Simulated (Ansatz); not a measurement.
System: rutile MgH2. Method: PBE (Ansatz, a first-principles code, PAW).

Run with plane-wave cutoff 520 eV, 8×8×12 k mesh (along the axes of the cell as run), Fermi–Dirac smearing 0.01 eV, scalar-relativistic PAW data made under PBE.

The cell is scaled about its equilibrium volume:

Shape and atoms are relaxed at each volume.

```json
[
 {"V (Å³/atom)": "9.838", "P (GPa)": "2.11", "direct gap at Γ (eV)": "5.116", "smallest gap on the k mesh (eV)": "3.785", "c (Å)": "2.989"},
 {"V (Å³/atom)": "10.043", "P (GPa)": "1.00", "direct gap at Γ (eV)": "5.147", "smallest gap on the k mesh (eV)": "3.776", "c (Å)": "3.001"},
 {"V (Å³/atom)": "10.248", "P (GPa)": "-0.01", "direct gap at Γ (eV)": "5.180", "smallest gap on the k mesh (eV)": "3.763", "c (Å)": "3.013"},
 {"V (Å³/atom)": "10.453", "P (GPa)": "-0.94", "direct gap at Γ (eV)": "5.211", "smallest gap on the k mesh (eV)": "3.748", "c (Å)": "3.024"},
 {"V (Å³/atom)": "10.658", "P (GPa)": "-1.78", "direct gap at Γ (eV)": "5.246", "smallest gap on the k mesh (eV)": "3.735", "c (Å)": "3.035"}
]
```

The fundamental gap (3.72 eV at the equilibrium volume, with added k points) lies elsewhere than Γ–Γ.

Note: the bulk modulus comes from volumes at which shape and atoms were relaxed.
